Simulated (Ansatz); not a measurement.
Checking a run of Ansatz (a quantum-chemistry and plane-wave program) on Cs₆K₃AlSb₄ (P6_3/mmc, 28 atoms in the cell). The aim is a self-consistent single point with DFT, PBEsol, plane waves, default PAW files made with PBE.

The input file:

Ansatz 0.2 input:
```yaml
# Cs6K3AlSb4
crystal:
  lattice:
    - [10.940883, 0.000000, 0.000000]
    - [-5.470442, 9.475083, 0.000000]
    - [0.000000, 0.000000, 11.508539]
  atoms:
    - { symbol: K, position: [0.118330, 0.236660, 0.250000] }
    - { symbol: K, position: [0.881670, 0.118330, 0.750000] }
    - { symbol: K, position: [0.763340, 0.881670, 0.250000] }
    - { symbol: K, position: [0.881670, 0.763340, 0.750000] }
    - { symbol: K, position: [0.118330, 0.881670, 0.250000] }
    - { symbol: K, position: [0.236660, 0.118330, 0.750000] }
    - { symbol: Al, position: [0.333333, 0.666667, 0.250000] }
    - { symbol: Al, position: [0.666667, 0.333333, 0.750000] }
    - { symbol: Sb, position: [0.472430, 0.527570, 0.250000] }
    - { symbol: Sb, position: [0.944860, 0.472430, 0.750000] }
    - { symbol: Sb, position: [0.472430, 0.944860, 0.250000] }
    - { symbol: Sb, position: [0.527570, 0.472430, 0.750000] }
    - { symbol: Sb, position: [0.055140, 0.527570, 0.250000] }
    - { symbol: Sb, position: [0.527570, 0.055140, 0.750000] }
    - { symbol: Cs, position: [0.209460, 0.418920, 0.543160] }
    - { symbol: Cs, position: [0.790540, 0.209460, 0.043160] }
    - { symbol: Cs, position: [0.581080, 0.790540, 0.543160] }
    - { symbol: Cs, position: [0.790540, 0.581080, 0.043160] }
    - { symbol: Cs, position: [0.209460, 0.790540, 0.543160] }
    - { symbol: Cs, position: [0.418920, 0.209460, 0.043160] }
    - { symbol: Cs, position: [0.581080, 0.790540, 0.956840] }
    - { symbol: Cs, position: [0.790540, 0.209460, 0.456840] }
    - { symbol: Cs, position: [0.209460, 0.418920, 0.956840] }
    - { symbol: Cs, position: [0.418920, 0.209460, 0.456840] }
    - { symbol: Cs, position: [0.209460, 0.790540, 0.956840] }
    - { symbol: Cs, position: [0.790540, 0.581080, 0.456840] }
    - { symbol: Sb, position: [0.000000, 0.000000, 0.000000] }
    - { symbol: Sb, position: [0.000000, 0.000000, 0.500000] }
basis:
  ecutwfc: 65.0
kpoints:
  mp_grid: { grid: [2, 2, 2] }
hamiltonian:
  xc: pbesol
  pseudopotentials: { kind: paw }
scf:
  occupations: { method: cold, width: 0.136 }
output:
  forces: true
  eigenvalues: true
  stress: true
```

Output (repeated stretches shortened):

```
   [... lines left out ...]
k-points: 4 of 8
PAW frozen core: K, regenerated for the run's functional, and the local potential with it
PAW frozen core: Al, regenerated for the run's functional, and the local potential with it
PAW frozen core: Sb, regenerated for the run's functional, and the local potential with it
PAW frozen core: Cs, regenerated for the run's functional, and the local potential with it
Initial density: superposition of atomic densities (neutral atoms: chi_scale 0, normalization atom), corrected by the library's trained network
Initial wavefunctions: pseudopotential atomic-orbital guess
Eigensolver: davidson
Functional: x = pbesol(κ = 0.804, μ = 0.12345679012345678), c = pbesol(β = 0.046)
SCF iter   1: F=—  HF=-125506.114247 eV  |F-HF|=—  |Δ(HF+E_count)|=         —  Δρ=7.09e-1  dr2=7.15e3  ethr=1.77e-3  ⟨swp⟩=8.5  Hψ=3491  notcnv=0
all-band conjugate gradients solve this SCF's bands
preconditioner: auto → LDOS
SCF iter   2: F=—  HF=-123685.354694 eV  |F-HF|=—  |Δ(HF+E_count)|=    1.82e3  S|Δr|=    0.00e0  Δρ=1.70e-1  dr2=5.02e2  ethr=1.77e-3  ⟨swp⟩=19.2  Hψ=6058  notcnv=0  defer=49
   [... lines left out ...]
SCF iter  16: F=—  HF=-123095.293552 eV  |F-HF|=—  |Δ(HF+E_count)|=   1.33e-6  S|Δr|=    0.00e0  Δρ=8.30e-6  dr2=1.72e-6  ethr=6.27e-9  ⟨swp⟩=2.0  Hψ=735  notcnv=0  defer=73
SCF iter  17: F=—  HF=-123095.293552 eV  |F-HF|=—  |Δ(HF+E_count)|=   8.70e-8  S|Δr|=    0.00e0  Δρ=1.70e-6  dr2=1.00e-7  ethr=3.47e-11  ⟨swp⟩=22.2  Hψ=5159  notcnv=0
SCF iter  18: F=-123095.293552 eV  HF=-123095.293552 eV  |F-HF|=5.82e-11  |Δ(HF+E_count)|=   9.66e-9  S|Δr|=    0.00e0  Δρ=1.09e-7  dr2=1.78e-10  ethr=3.47e-11  ⟨swp⟩=3.0  Hψ=1811  notcnv=0
SCF 1 converged in 18 iterations: F = -123095.293552 eV  dr2 = 1.78e-10
Stability not checked (fill_not_monotonic)
Free energy (F): -123095.293552 eV
Internal energy: -123095.257780 eV  (E = F + TS)
E sigma→0 (E₀):  -123095.281628 eV
Entropy (-TS):   -0.035771 eV (-1.278 meV/atom)
Fermi energy:    6.841738 eV
--- Forces (eV/Å), atoms counted from 1 ---
  atom   1  K      0.00000000    -0.11023143     0.00000000
  atom   2  K      0.09546322    -0.05511571     0.00000000
  atom   3  K      0.09546322     0.05511572    -0.00000000
   [... lines left out ...]
  atom  28  Sb     0.00000000     0.00000000    -0.00000000
--- Stress (GPa, compression-positive) ---
      -26.734047      -0.000000       0.000000
       -0.000000     -26.734047       0.000000
        0.000000       0.000000     -14.241264
  P = ⅓ Tr σ = -22.5698 GPa (-225.698 kbar)
  The stress holds the Pulay correction. Without it, at fixed plane waves, as pw.x and ABINIT print it: P = -365.3656 GPa
```

Task: Can these results be used? Check the input.

Result: The run is not sound. The fault is a basis or grid far too coarse for these potentials. Far below the cutoff that the potentials were made for, the basis cannot represent the orbitals near the nuclei, and energies, forces and above all the stress go wrong. To fix it, restore the cutoff that the potentials need and check convergence. The run converged in 18 iterations without an error; against the sound input the free energy goes up by 191 eV/atom, the pressure goes from -0.17 to -22.57 GPa, the largest force goes from 0.137 to 5.450 eV/Å and no clean gap remains on the mesh (levels overlap or are partly filled), against 0.70 eV before. At a fixed set of plane waves, without the program's Pulay estimate, the pressure is -365.37 GPa against -0.18 GPa.

The sound input it was made from differs as follows (other fixes are possible):
```diff
-  ecutwfc: 65.0
+  ecutwfc: 420.0
```

With that input, the run converged in 10 iterations: free energy E − TS (on the zero of these files) -128452.4038 eV; top of the valence band (on the code's own zero) 5.67 eV; gap on the k-point mesh 0.70 eV; pressure -0.17 GPa; largest force (vector length) 0.137 eV/Å (DFT, PBEsol, plane waves, default PAW files made with PBE).

On the sound input: the starting cell comes from a database of published, mostly measured structures (it also holds non-ambient and calculated ones), without a prior relaxation at this level. Its lattice was rescaled by a random factor within 2.5 % of one. Spin-orbit coupling is off. Ansatz's pressure includes its estimate of the finite-basis (Pulay) stress.
